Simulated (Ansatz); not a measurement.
Worked example: self-consistent single point of MgS (R3m, 2 atoms in the cell) in Ansatz (a program for electronic structure).

Level of theory: LDA (PW92), default PAW files made with PBE (plane waves; Ansatz).

The change in words: lattice scaled by 0.98; kpoints.mp_grid.grid: 8 8 8 → 6 6 6. Reference geometry:
```xyz
2
Lattice="0.0000 2.8473 2.8473 2.8473 0.0000 2.8473 2.8473 2.8473 0.0000" Properties=species:S:1:pos:R:3 pbc="T T T"
Mg     0.0289     0.0289     0.0289
S      4.2709     4.2709     4.2709
```

Reference input (self-consistent single point, DFT, LDA (PW92), plane waves, default PAW files made with PBE): basis.ecutwfc = 30.9 Ry; kpoints.mp_grid.grid = 8 8 8; hamiltonian.xc = lda; hamiltonian.pseudopotentials = {kind: paw} (the program's default PAW files); scf.occupations.method = fixed. This run's input differs from it in these lines:

Ansatz 0.2 input:
```diff
@@ -2,8 +2,8 @@
   lattice:
-    - [0.000000, 2.847286, 2.847286]
-    - [2.847286, 0.000000, 2.847286]
-    - [2.847286, 2.847286, 0.000000]
+    - [0.000000, 2.790340, 2.790340]
+    - [2.790340, 0.000000, 2.790340]
+    - [2.790340, 2.790340, 0.000000]
   atoms:
-    - { symbol: Mg, position_ang: [0.028866, 0.028866, 0.028866] }
-    - { symbol: S, position_ang: [4.270929, 4.270929, 4.270929] }
+    - { symbol: Mg, position_ang: [0.028288, 0.028288, 0.028288] }
+    - { symbol: S, position_ang: [4.185510, 4.185510, 4.185510] }
 basis:
@@ -11,3 +11,3 @@
 kpoints:
-  mp_grid: { grid: [8, 8, 8] }
+  mp_grid: { grid: [6, 6, 6] }
 hamiltonian:
```

Log, with long lists cut:

```
SCF iter   1: F=—  HF=-2774.004458 eV  |F-HF|=—  |Δ(HF+E_count)|=         —  Δρ=6.07e-3  dr2=1.09e-2  ethr=1.77e-3  ⟨swp⟩=5.0  Hψ=2081  notcnv=0  defer=59
all-band conjugate gradients solve this SCF's bands
preconditioner: auto → none
SCF iter   2: F=—  HF=-2773.997533 eV  |F-HF|=—  |Δ(HF+E_count)|=   6.93e-3  Δρ=2.41e-3  dr2=1.31e-3  ethr=6.78e-5  ⟨swp⟩=2.9  Hψ=960  notcnv=0  defer=60
SCF iter   3: F=—  HF=-2773.996904 eV  |F-HF|=—  |Δ(HF+E_count)|=   6.29e-4  Δρ=3.95e-4  dr2=5.13e-5  ethr=8.22e-6  ⟨swp⟩=2.0  Hψ=706  notcnv=0  defer=62
SCF iter   4: F=—  HF=-2773.996892 eV  |F-HF|=—  |Δ(HF+E_count)|=   1.23e-5  Δρ=8.98e-5  dr2=2.62e-6  ethr=3.21e-7  ⟨swp⟩=2.2  Hψ=475  notcnv=0  defer=36
SCF iter   5: F=—  HF=-2773.996891 eV  |F-HF|=—  |Δ(HF+E_count)|=   7.66e-7  Δρ=1.40e-5  dr2=1.25e-7  ethr=1.64e-8  ⟨swp⟩=2.0  Hψ=512  notcnv=0  defer=18
SCF iter   6: F=-2773.996891 eV  HF=-2773.996891 eV  |F-HF|=3.89e-10  |Δ(HF+E_count)|=   2.27e-8  Δρ=3.03e-6  dr2=3.15e-9  ethr=6.25e-10  ⟨swp⟩=6.3  Hψ=1777  notcnv=0
SCF 1 converged in 6 iterations: F = -2773.996891 eV  dr2 = 3.15e-9
Free energy (F): -2773.996891 eV
Internal energy: -2773.996891 eV  (E = F + TS)
E sigma→0 (E₀):  -2773.996891 eV
Fermi energy:    3.360551 eV
--- Forces (eV/Å), atoms counted from 1 ---
  atom   1  Mg    -0.15666685    -0.15666685    -0.15666685
  atom   2  S      0.15666971     0.15666971     0.15666971
--- Stress (GPa, compression-positive) ---
        0.506411      -0.671134      -0.671134
       -0.671134       0.506411      -0.671134
       -0.671134      -0.671134       0.506411
  P = ⅓ Tr σ = 0.5064 GPa (5.064 kbar)
  The stress holds the Pulay correction. Without it, at fixed plane waves, as pw.x and ABINIT print it: P = 0.4993 GPa
```

The run converged in 6 iterations. Against the reference run the free energy goes down by 10.6 meV/atom, the pressure goes from -2.90 to 0.51 GPa, the largest force goes from 0.229 to 0.271 eV/Å and the gap on the mesh goes from 3.026 to 3.326 eV.

The starting cell comes from a database of computed structures (which also holds hypothetical and non-ambient phases and stackings), without a prior relaxation at this level. Its lattice was rescaled by up to half a per cent. One atom was moved a little off its site on purpose. For this run, on top of that: lattice scaled by 0.98. Ansatz's pressure includes its estimate of the finite-basis (Pulay) stress.
